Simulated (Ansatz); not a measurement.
Consider a periodic stack without vacuum, rock-salt TaC (0 0 1) on zinc-blende GaSb (0 0 1) (film strained to the substrate, started from cuts of the bulks and a machine-learned relaxation; slabs Ga5Sb6 and C12Ta12, which can lie off the formulas): substrate slab Ga5Sb6, film C12Ta12, surface cells [[1, 0], [1, 1]] and [[0, -1], [2, 1]], film strained by -1.8 and -1.8 %, outermost planes Sb/Sb and CTa/CTa as cut, which need not be the usual terminations and can put a slab off its formula. Its start:

```xyz
35
Lattice="4.3930 0.0000 0.0017 0.0000 4.3930 -0.0002 -0.7197 1.8292 32.2467" Properties=species:S:1:pos:R:3 pbc="T T T"
Ga     0.0026     4.3937     6.0102
Ga     2.1963     2.2122     2.9333
Ga     0.0039     4.3924    12.2472
Ga     2.2004     2.1962     9.1253
Ga     2.1784     2.1973    15.4144
Sb     0.0013     2.2004     4.4822
Sb     2.2647     4.4116     1.4520
Sb     0.0036     2.1960    10.6857
Sb     2.1989     4.3927     7.5719
Sb    -0.0242     2.2531    17.0052
Sb     2.1968     4.3937    13.8231
C      0.7381     3.6463    21.7724
C      2.9497     1.4656    21.7741
C      2.9308     3.6662    19.4979
C      0.7619     1.4408    19.5291
C      0.7388     3.6593    26.3660
C      2.9405     5.8548    26.3666
C      2.9355     3.6617    24.1026
C      0.7449     1.4610    24.1052
C      0.7193     3.6593    30.9504
C      2.9379     5.8422    30.9474
C      2.9333     3.6549    28.6992
C      0.7440     5.8576    28.6791
Ta     2.9356     3.6610    21.7705
Ta     0.7513     1.4518    21.7974
Ta     0.7414     3.6408    19.5378
Ta     2.9579     1.4640    19.5389
Ta     2.9374     3.6587    26.4009
Ta     0.7421     5.8559    26.3940
Ta     0.7406     3.6583    24.0733
Ta     2.9396     1.4642    24.0738
Ta     2.9232     3.6474    30.9155
Ta     0.7376     5.8529    30.9265
Ta     0.7382     3.6603    28.6871
Ta     2.9390     5.8518    28.6815
```

The start was prepared with a machine-learned potential, and the result is one local minimum, with the in-plane cell held and forces under 0.04 eV/Å; the film can end far from its bulk form.

All values below come from PBE (plane waves to 420 eV, PAW; Ansatz, an electronic-structure program). Scalar-relativistic, without spin–orbit coupling; the runs are not spin-polarised. Its k-point mesh 7×7×1, Fermi–Dirac width 0.05 eV.

Question: Predict the relaxed interface.

Answer: The interface area is 19.3 Å², the period is 32.57 Å and the heights between the nearest atoms of the two slabs at the two interfaces is 2.87 and 2.87 Å. The Sb–Ta contacts across the interfaces within 1.22 times the sum of covalent radii is 2, mean 2.95 Å.
